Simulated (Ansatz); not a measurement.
LaZrNO2 (Pnma, No. 62, 20 atoms in the cell; start mp-1222900), treated with PBEsol (Ansatz, a first-principles code, plane waves, PAW).

Numerical settings: plane-wave cutoff 520 eV, 6×4×6 k mesh (along the axes of the cell as run), Fermi–Dirac smearing 0.01 eV, scalar-relativistic PAW data made under PBE.

Cell (relaxed with PBEsol):

```yaml
crystal:
  lattice:
    - [5.72999, 0.00000, 0.00000]
    - [0.00000, 8.44266, 0.00000]
    - [0.00000, 0.00000, 5.70171]
  atoms:
    - { symbol: La, position: [0.53179, 0.25000, 0.48884] }
    - { symbol: La, position: [0.46821, 0.75000, 0.51116] }
    - { symbol: La, position: [0.96821, 0.75000, 0.98884] }
    - { symbol: La, position: [0.03179, 0.25000, 0.01116] }
    - { symbol: Zr, position: [0.00000, 0.00000, 0.50000] }
    - { symbol: Zr, position: [0.50000, 0.00000, 0.00000] }
    - { symbol: Zr, position: [0.50000, 0.50000, 0.00000] }
    - { symbol: Zr, position: [0.00000, 0.50000, 0.50000] }
    - { symbol: N, position: [0.97388, 0.25000, 0.42644] }
    - { symbol: N, position: [0.02612, 0.75000, 0.57356] }
    - { symbol: N, position: [0.52612, 0.75000, 0.92644] }
    - { symbol: N, position: [0.47388, 0.25000, 0.07356] }
    - { symbol: O, position: [0.81962, 0.03221, 0.81980] }
    - { symbol: O, position: [0.18038, 0.96779, 0.18020] }
    - { symbol: O, position: [0.68038, 0.96779, 0.31980] }
    - { symbol: O, position: [0.31962, 0.03221, 0.68020] }
    - { symbol: O, position: [0.31962, 0.46779, 0.68020] }
    - { symbol: O, position: [0.68038, 0.53221, 0.31980] }
    - { symbol: O, position: [0.18038, 0.53221, 0.18020] }
    - { symbol: O, position: [0.81962, 0.46779, 0.81980] }
```

Task: Estimate the band gap and smallest direct gap on the k points sampled that the calculation returns.

Result: 
* **band gap**: 1.59 eV
* **smallest direct gap on the k points sampled**: 1.60 eV

Spin–orbit coupling is not included.

Static lattice: no zero-point or thermal effects.

A start named mp-… is a Materials Project structure, which need not be a measured phase.
